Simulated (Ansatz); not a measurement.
HfC (model structure, within 0.1 Å of P6₃/mmc, No. 194, 4 atoms in the cell) was calculated with LDA (plane waves, PAW; Ansatz, a program for electronic structure).

Settings: plane-wave cutoff 520 eV, 12×12×6 k mesh (along the axes of the cell as run), Fermi–Dirac smearing 0.01 eV, scalar-relativistic PAW data made under PBE.

Cell (relaxed at this level):

```yaml
crystal:
  lattice:
    - [3.78449, 0.00000, 0.00000]
    - [-1.89224, 3.27746, 0.00000]
    - [0.00000, 0.00000, 4.57034]
  atoms:
    - { symbol: Hf, position: [0.33333, 0.66667, 0.93313] }
    - { symbol: Hf, position: [0.66667, 0.33333, 0.43313] }
    - { symbol: C, position: [0.33333, 0.66667, 0.44187] }
    - { symbol: C, position: [0.66667, 0.33333, 0.94187] }
```

### Question
Predict the bulk modulus.

### Answer

* **bulk modulus**: 202 GPa

The run finds no gap.

Note: the bulk modulus is −V dP/dV from two relaxed cells at ±2 % in volume.

Spin–orbit coupling is not included; it can open a gap where bands touch, and shift volumes and moduli.

Computed values are for the static lattice.

Computing time: around 7 core-minutes (rough).

A model structure was made by putting elements into a prototype or built by hand; it is no filed structure, need not be a known phase, and can be a saddle point held by its symmetry.
